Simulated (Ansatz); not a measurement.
Consider WSi₂ (space group I4/mmm, No. 139; a = 3.229 Å, c = 7.867 Å). Axes: x, y, z lie along a, b, c of the conventional cell.

Method: PBE in Ansatz (plane waves to 420 eV, PAW, without spin-orbit coupling).

Base values:

* **Pressure**: 0.0 GPa
* **Shortest interatomic distance**: 2.603 Å

One thing is altered: the cell is compressed by 2.53 % along z with no lateral relaxation, atoms relaxed at fixed cell.

Q: What happens to the pressure and shortest interatomic distance?

A: The pressure (mean of the normal stresses, compression positive) goes from zero to 6.7 GPa; the shortest interatomic distance decreases by 0.061 Å (2.603 Å → 2.542 Å).

The cells carry an imposed strain or load. Stability against distortions was not tested. All final runs are without spin polarisation.

Ansatz is a first-principles code.
